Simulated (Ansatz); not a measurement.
A periodic model of amorphous Si$_{30}$N$_{44}$Ge$_{3}$:

```xyz
77
Lattice="9.3205 -0.1090 -0.1853 -0.1090 9.5923 -0.0412 -0.1853 -0.0412 9.6332" Properties=species:S:1:pos:R:3 pbc="T T T"
Si     2.7909     1.1553     2.1554
Si     5.9170     6.6559     6.6787
Si     0.7901     0.3677     4.1402
Si     3.9103     9.2073     0.3927
Si     6.4826     8.2843     9.1726
Si     3.7292     5.4258     3.1423
Si     7.3172     3.9594     6.7678
Si     1.2356     3.3923     6.6282
Si     6.8752     1.3226     7.7902
Si     5.0477     8.0509     4.4215
Si     8.6346     4.8144     4.3032
Si     4.5466     9.2209     7.1880
Si     9.0191     3.0658     8.8465
Si     0.3130     0.6498     7.2616
Si     5.3271     0.9868     2.9055
Si     7.5046     5.1156     2.1559
Si     1.4460     5.6456     0.4596
Si     0.8227     3.3436     2.1173
Si     7.6663     5.6134     9.0883
Si     3.2645     5.3143     7.9055
Si     3.1337     2.5368     4.3376
Si     2.3035     8.7885     5.3988
Si     5.8225     3.5830     4.3370
Si     1.1239     6.9922     3.3512
Si     2.5723     6.0353     5.7555
Si     7.6152     7.5391     3.8398
Si     4.4043     2.8419     7.0517
Si     3.8207     3.8496     0.6699
Si     1.9972     7.9136     8.0364
Si     5.4264     6.7735     1.7662
N      3.7674     1.1297     3.6078
N      3.9503     3.8588     8.5361
N      5.8144     8.1250     7.6058
N     -0.0715     4.8928     9.2066
N      4.0160     8.8368     5.5832
N      0.5918     8.9059     8.3491
N      1.9310     4.9026     6.8557
N      5.2767     8.0992     0.6541
N      6.4377     7.3155     5.1572
N     -0.0029     2.3920     0.9335
N      4.4442     6.9955     3.2358
N      1.2595     0.4859     5.8048
N      2.3727     6.4274     8.9867
N      2.2534     5.8192     4.0456
N      7.4675     2.8980     8.1211
N      4.2120     6.0076     6.5806
N      1.8552     7.4819     6.3737
N      5.7868     3.4841     6.0636
N      3.8228     2.2046     1.1890
N      2.3709     9.3696     1.1764
N      4.8400     1.1095     1.1590
N      8.8811     3.8277     5.7211
N      4.1546     3.8782     3.8602
N      5.1811     1.2887     7.4051
N      1.6906     8.6007     3.7839
N      7.1772     0.3597     9.2206
N      2.8961     2.6384     6.0357
N      0.7443     2.3007     7.8927
N      9.0285     6.5540     4.1664
N      7.8926     0.6992     6.4792
N      8.4123     9.3467     3.6377
N      0.9708     6.8916     1.5915
N      9.0960     4.3221     2.6851
N      7.8757     7.3214     9.3785
N      5.9473     9.1928     3.5563
N      6.4204     2.0755     3.7022
N      3.3065     9.0227     8.3303
N      7.0947     6.8389     2.3436
N      6.9422     4.7254     3.8334
N      6.9553     4.8348     0.6233
N      1.5209     2.0604     3.2387
N      7.0233     5.5426     7.4232
N      2.1076     4.1915     1.2251
N      4.4097     5.2816     1.5218
Ge     0.3579     8.3967     0.5456
Ge     8.5060     0.6803     0.9834
Ge     7.2580     0.6882     4.6869
```

These are PBE, scalar-relativistic without spin-orbit coupling (plane waves to 420 eV, PAW; Ansatz, a program for electronic structure) values and carry that method's errors.

It comes from a melt-quench run on a machine-learned potential (CHGNet), relaxed afterwards by DFT. N atoms were pushed apart under 1.9 Å during the dynamics, to hinder bonds among them. The hot cell started wider than the set density and was brought back towards it in steps. It is the lowest in DFT energy of 2 quenches. It is a model cell: composition and starting density were chosen by hand, and all elements were melted together. No dispersion term was used. Its density started from a set value of 3.15 and ended at 3.23 g/cm³. The quench (nominally 380 K/ps over its main leg) was far faster than any real one, so the model tends to hold more defects than a real film. One small periodic cell is one sample of the glass; other quenches scatter about these values. Volume and shape were free in the relaxation. On a 2×2×2 Γ-centred mesh force components of up to 0.17 eV/Å stay, since the relaxation ran on the zone centre alone.

Cut-offs for bonds: Si-Si 2.60 Å, Si-N 2.14 Å, Si-Ge 2.70 Å, N-N 1.70 Å, N-Ge 2.29 Å, Ge-Ge 2.81 Å. Two cations that share two anions don't count as bonded, nor two that share one unless they lie closer than Si-Si 2.38 Å, Si-Ge 2.47 Å, Ge-Ge 2.57 Å.

### Question
Give the coordination numbers, mean bond lengths and angles.

### Answer

| Quantity | Value |
|---|---|
| Mean coordination of Si by anions | 4.00 (30 with 4) |
| Mean coordination of N | 2.98 (2 with 2, 41 with 3, 1 with 4) |
| Mean coordination of Ge by anions | 3.00 (1 with 2, 1 with 3, 1 with 4); 2 close contacts or bonds to cations besides |
| Mean Si-N bond | 1.766 Å (spread 0.063 Å, 120 counted) |
| Mean N-Ge bond | 1.901 Å (spread 0.053 Å, 9 counted) |
| Mean N-N bond | 1.495 Å (spread 0.000 Å, 1 counted) |
| Mean Ge-Ge bond | 2.433 Å (spread 0.000 Å, 1 counted) |
| Bond angle at Si | mean 109.3°, spread 10.3° |
| Bond angle at N | mean 116.1°, spread 14.1° |
| Bond angle at Ge | mean 106.7°, spread 18.6° |

### Question
Which atoms depart from the most common coordination of their element?

### Answer
N50 has 2 (Si1 1.70 Å, Si4 1.74 Å; Ge75 at 2.32 Å just beyond); N70 has 2 (Si16 1.65 Å, Si19 1.69 Å); N71 has 4 (Si18 1.84 Å, Si1 1.90 Å, Si21 2.01 Å, Si3 2.05 Å); Ge76 has 3 (N40 1.81 Å, N56 1.83 Å, Ge75 2.43 Å).
